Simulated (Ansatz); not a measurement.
We consider WO3 (within 0.1 Å of Pnma, No. 62, 16 atoms in the cell; start mp-19033), described by LDA (PAW; Ansatz, a quantum-chemistry and plane-wave program).

Numerical settings: plane-wave cutoff 500 eV, 8×8×6 k mesh (along the axes of the cell as run), gaussian smearing 0.02 eV, no spin polarisation, scalar-relativistic PAW data made under PBE.

Cell (relaxed at this level):

Space group P2₁/c (No. 14); a = 5.3117 Å, b = 5.2100 Å, c = 7.5587 Å, α = γ = 90.00°, β = 90.12°

```tsv
atom	site	symmetry	x	y	z
W	4e	1	0.7497	0.2310	0.2186
O	4e	1	0.4927	0.0009	0.2145
O	4e	1	0.2501	0.6807	0.0074
O	4e	1	0.0015	0.9953	0.2145
```

Q: Estimate the band gap that the calculation returns.

A: 
- band gap: 1.45 eV (on the SCF k mesh)

Spin–orbit coupling is not included.

A start named mp-… is a Materials Project structure, which need not be a measured phase.
